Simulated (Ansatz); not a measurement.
# Zr (P6_3/mmc): band-structure transport figures

Consider the following.

```
CELL_PARAMETERS angstrom
      3.18826     0.00000     0.00000
     -1.59413     2.76111     0.00000
      0.00000     0.00000     5.10756
ATOMIC_POSITIONS crystal
  Zr 0.33333 0.66667 0.25000
  Zr 0.66667 0.33333 0.75000
```

All values below come from PBEsol, rigid bands (plane waves, PAW, scalar-relativistic; Ansatz, a program for electronic structure). How the cell was made: cell and atoms relaxed with PBEsol.

The density of states at the Fermi level comes out as 2.00 states/(eV·cell), both spins. The bare Sommerfeld coefficient is 2.4 mJ/(mol of atoms·K²) and the drude plasma energy comes out as 4.0 (x), 4.0 (y), 4.5 (z) eV. The root-mean-square Fermi velocity is 3.9e5 m/s. The resistivity times τ comes out as 30 (x), 30 (y), 24 (z) ×10⁻²² Ω·m·s.

A metal at this level (no band gap); rigid bands, thermally averaged at 300 K, both spins. Spin-orbit coupling is left out. τ is one relaxation time for all states.
